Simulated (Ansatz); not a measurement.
Consider In2S3 in the corundum structure (space group R-3c, No. 167; a = 6.5736 Å, c = 17.6080 Å (hexagonal axes); a cell from a computed database, its experimental status unchecked). Axes: x lies along a and z along c of the hexagonal cell.

Method: PBEsol in Ansatz (plane waves to 420 eV, PAW, without spin-orbit coupling).

Perturbation: uniaxial strain ε_zz = −3.59 %, all other strain components held at zero; the atoms relax in the strained cell.

Predict the stress tensor and what it implies for the stiffness.

Stress of the strained cell less that of the base (GPa, compression positive):
```
   2.18    0.00    0.00
   0.00    2.18    0.00
   0.00    0.00    4.23
```

Then −Δσ_ii/ε with ε = -0.0359 gives secant stiffness values (nonlinear terms included at this strain): C33 ≈ 118 GPa, C13 ≈ 61 GPa and C23 ≈ 61 GPa.

As a check, the harmonic strain energy −½ V₀ Δσ:ε is 10 meV/atom; the computed energy rise is 10 meV/atom.

Stability against distortions was not tested.

Ansatz is a first-principles code.
